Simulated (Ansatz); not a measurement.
Given:

```xyz
2
Lattice="3.4136 0.0000 0.0000 1.7068 2.9562 0.0000 1.7068 -0.9854 2.7448" Properties=species:S:1:pos:R:3 pbc="T T T"
B      0.0000     0.0000    -0.0038
As     3.4136     0.0000     2.0624
```

No spin polarisation.

Computed with PBEsol (Ansatz, a quantum-chemistry and plane-wave program; PAW; 420 eV plane waves; scalar-relativistic without spin-orbit coupling). Settings: 12×12×12 k-points, 0.05 eV Fermi–Dirac smearing.

Q: Predict the band gap and gap character.

A: 
```json
{
 "band_gap": "1.02 eV",
 "gap_character": "indirect, Γ → F–Γ (18 % along)"
}
```

The cells carry an imposed strain or load. Stability against distortions was not tested. The cell was made from BAs in the zinc blende structure (space group F-43m, No. 216) by this change: biaxial strain +1.25 %, plane normal [111], relaxed out of plane.
